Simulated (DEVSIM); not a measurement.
Device: Mo/AlN/p-Si capacitor, at 300 K.

Layer 1 from the left is AlN, thickness (nm) 18.0. Layer 2 from the left is Si, thickness (nm) 15000, Na (cm⁻³) 1.5e15.

Metal gate on the left, work function 4.6 eV. Fixed charge at the semiconductor interface 8.2e10 cm⁻² (in units of +e); no interface traps.

This is a model device: material constants are rounded textbook-type values typed into the input, and sizes, dopings and lifetimes were drawn at random. Values at 300 K.

AlN: gap (eV) 6.1, affinity (eV) 1.9, permittivity 8.5. Si: gap (eV) 1.124, affinity (eV) 4.05, permittivity 11.7, Nc (cm⁻³) 2.86e19, Nv (cm⁻³) 3.1e19.

Model (solved in DEVSIM): 1D Poisson equation in equilibrium, Boltzmann statistics, complete ionisation; no quantum confinement or tunnelling. Metal contacts follow the ideal Schottky-Mott rule: no Fermi-level pinning, no interface dipoles.

Task: What does the simulation give for the flat-band voltage, the minimum of the low-frequency capacitance, the threshold voltage (band bending 2φF)?

Result: flat-band voltage -0.35 V; minimum of the low-frequency capacitance 0.0157 μF/cm²; threshold voltage (band bending 2φF) 0.31 V.
